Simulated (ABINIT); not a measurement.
## Pressure against volume in rock-salt MgO (space group 225) (ABINIT, PBE)

```xyz
2
Lattice="0.0000 2.0676 2.0676 2.0676 0.0000 2.0676 2.0676 2.0676 0.0000" Properties=species:S:1:pos:R:3 pbc="T T T"
Mg     0.0000     0.0000     0.0000
O      2.0676     2.0676     2.0676
```

Level of theory: PBE, norm-conserving pseudopotentials (PseudoDojo nc-sr-05 PBE standard) (plane waves; ABINIT 10.0.3). Settings: pseudos = [Mg.upf, O.upf]; ecut = 55 Ha; ixc = 11; occopt = 3; tsmear = 0.01 eV; ngkpt = 13 13 13; nshiftk = 1; shiftk = 0 0 0; potentials = PseudoDojo nc-sr-05 PBE standard; nband = 13; kptopt = 1; nstep = 100; tolvrs = 1e-11. The cell above is the first row's. The rows scale it uniformly. In all rows fractional positions and the k mesh are held.

```
V (Å^3/atom)  P (GPa)
------------  -------
8.839               ?
9.031           10.62
9.223            6.75
9.415            3.26
9.607            0.11
9.799           -2.74
9.991           -5.31
10.184          -7.63
10.376          -9.73
```

Q: Using a cubic, estimate the missing P at V = 8.839 from the other rows, showing the fit.

A: With u = V - 9.7, the rows have u = -0.6690, -0.4770, -0.2850, -0.0930, 0.0990, 0.2910, 0.4840, 0.6760. Least squares gives P = -1.309 - 14.8347·u + 4.0002·u² - 0.7116·u³. Residuals (row less fit): 0.001, -0.005, 0.000, 0.004, -0.001, -0.005, 0.003, -0.001; standard error 0.004 (degrees of freedom: 4). The fitted pressure is zero at V0 = 9.614, where dP/dV = -15.54, so B0 = -V0·dP/dV = 149 GPa. At the withheld row, u = -0.8610, so P = -1.309 - 14.8347 × (-0.8610) + 4.0002 × (-0.8610)² - 0.7116 × (-0.8610)³ = 14.883 GPa. The calculation gives 14.90 GPa, 0.017 GPa above the prediction (0.1 % of the range of P in the table). The row lies outside the fitted rows, so this is an extrapolation. From the scatter of the fitted rows alone, a prediction at this place has a standard error of 0.012 GPa, so the miss is 1.5 times that.

Carrying the step between the two nearest rows on in a straight line would have given 14.49, off by 0.41; series whose last step already gives the withheld value aren't shown. The scan was laid around a cell of about the measured size, scaled by a guess for this functional. The runs keep the symmetry of the cell, so they don't test it for distortions. Cutoffs and mesh are single choices, not tested for convergence of this quantity. Series with a scatter that would blur these digits, or in which a gap closes, are not shown.
